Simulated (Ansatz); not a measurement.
Take AlN in the zinc blende structure (space group F-43m, No. 216; a = 4.370 Å) as the base. Axes: x, y, z lie along the cube axes.

Computed with Ansatz (a quantum-chemistry and plane-wave program), r2SCAN, PAW, cutoff 500 eV, without spin-orbit coupling.

It is then changed as follows: the cell is scaled by 1.0200 in all directions; the atoms relax in the strained cell.

Question: Predict the stress tensor and what it implies for the stiffness.

Answer: Stress of the strained cell less that of the base (GPa, compression positive):
```
 -11.15    0.00    0.00
   0.00  -11.15    0.00
   0.00    0.00  -11.15
```

Then B = −ΔP/(ΔV/V₀) with ΔV/V₀ = 0.0612 gives secant stiffness values (nonlinear terms included at this strain): B ≈ 182 GPa.

As a check, the harmonic strain energy −½ V₀ Δσ:ε is 22 meV/atom; the computed energy rise is 23 meV/atom.

Stability against distortions was not tested. This is not the structure that AlN has at room temperature and ambient pressure.
